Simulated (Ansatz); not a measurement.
Take CdSe in the wurtzite structure (space group P6_3mc, No. 186) as the base.

```
CELL_PARAMETERS angstrom
      4.38272     0.00000     0.00000
     -2.19136     3.79554     0.00000
      0.00000     0.00000     7.15447
ATOMIC_POSITIONS crystal
  Cd 0.66667 0.33333 0.00047
  Cd 0.33333 0.66667 0.50047
  Se 0.66667 0.33333 0.62473
  Se 0.33333 0.66667 0.12473
```

Cartesian axes are those of the cell as printed.

Level of theory: PBE (Ansatz, a quantum-chemistry and plane-wave program, PAW, scalar-relativistic without spin-orbit coupling).

Now apply this change: uniaxial strain ε_zz = −1.36 %, all other strain components held at zero; the atoms relax in the strained cell.

Question: Predict the stress tensor and what it implies for the stiffness.

Answer: Stress of the strained cell less that of the base (GPa, compression positive):
```
   0.44    0.00    0.00
   0.00    0.44    0.00
   0.00    0.00    1.01
```

Then −Δσ_ii/ε with ε = -0.0136 gives secant stiffness values (nonlinear terms included at this strain): C33 ≈ 74 GPa, C13 ≈ 32 GPa and C23 ≈ 32 GPa.

Whether these cells are dynamically stable was not tested.
